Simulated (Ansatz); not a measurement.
**Response to strain in HfPbO3**

Take HfPbO₃ in the cubic perovskite structure (space group Pm-3m, No. 221; a cell from a computed database, its experimental status unchecked) as the base.

```
CELL_PARAMETERS angstrom
      4.11888     0.00000     0.00000
      0.00000     4.11888     0.00000
      0.00000     0.00000     4.11888
ATOMIC_POSITIONS crystal
  Hf 0.50000 0.50000 0.50000
  Pb 0.00000 0.00000 0.00000
  O  0.00000 0.50000 0.50000
  O  0.50000 0.00000 0.50000
  O  0.50000 0.50000 0.00000
```

Cartesian axes are those of the cell as printed.

Strains are applied to the cell and any free atomic positions relax; under biaxial strain the out-of-plane vector relaxes too.

Levels (all Ansatz, a quantum-chemistry and plane-wave program, PAW): PBEsol (420 eV, spin-orbit coupling left out); r2SCAN (500 eV, no SOC); HSE06 (420 eV, scalar-relativistic without spin-orbit coupling).

Band gaps by level, all at the geometries relaxed with PBEsol:

```csv
case,PBEsol,r2SCAN,HSE06
base,2.37 eV,2.92 eV,3.51 eV
"biaxial strain −3.60 %, plane normal [001], relaxed out of plane",2.15 eV,2.70 eV,3.24 eV
isotropic strain +1.69 %,2.25 eV,2.80 eV,3.50 eV
tensor shear ε_xy = +0.29 %,2.37 eV,2.92 eV,3.50 eV
"strain tensor (xx, yy, zz, yz, xz, xy) = (+0.77, +0.12, −0.13, −0.08, +1.03, −0.26) %",2.33 eV,2.87 eV,3.46 eV
```

Single points use the geometry relaxed with PBEsol. The hybrid gap comes from the SCF mesh plus the semilocal run's edge points and a few special points and is an upper bound. With Hf and Pb present, leaving out spin-orbit coupling can change the band edges. Stability against distortions was not tested. Many cubic perovskites are stable only at high temperature; tilts and polar distortions were not tested.
